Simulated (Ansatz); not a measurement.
**BeS: point defects**

Consider a 24-atom supercell of BeS in the zinc blende structure (space group F-43m, No. 216; a = 4.838 Å) at its relaxed geometry.

One neutral defect a cell, atoms relaxed at fixed cell.

Computed with Kohn–Sham DFT with the PBEsol functional, run in Ansatz (a quantum-chemistry and plane-wave program) with PAW and 420 eV plane waves, without spin-orbit coupling.

```csv
case,gap of the supercell,pressure,total moment of the cell,largest displacement of a host atom from its site in the perfect cell
perfect supercell,2.91 eV,0.0 GPa,–,–
"H interstitial (started 2.09 Å from the nearest host atom), symmetric start",0.52 eV,0.9 GPa,1.0 μB,0.04 Å
S on a Be site (antisite),0.52 eV,4.1 GPa,0.0 μB,0.39 Å
Li interstitial (started 1.98 Å from the nearest host atom),(withheld),(withheld),0.0 μB,(withheld)
```

Complete the table.


- Li interstitial (started 1.98 Å from the nearest host atom), gap of the supercell: zero
- Li interstitial (started 1.98 Å from the nearest host atom), pressure: 2.0 GPa
- Li interstitial (started 1.98 Å from the nearest host atom), largest displacement of a host atom from its site in the perfect cell: 0.08 Å

The magnetic state is the one reached from the starting moments; the real material's order can differ, and small cells can't hold many antiferromagnetic ones. The cell is small, so the values are those of an ordered compound at a high defect concentration; dilute-limit values will differ. A case with no gap was solved on a k-mesh chosen for an insulator, which is coarse for it. Defects with a symmetric start kept the site's symmetry and may sit on a saddle; the others started slightly shaken. Starting moments died away, wholly or in part, for S on a Be site (antisite) and Li interstitial (started 1.98 Å from the nearest host atom); another magnetic solution may exist. Where the two band edges lie in opposite spin channels, the gap is a spin-flip gap.
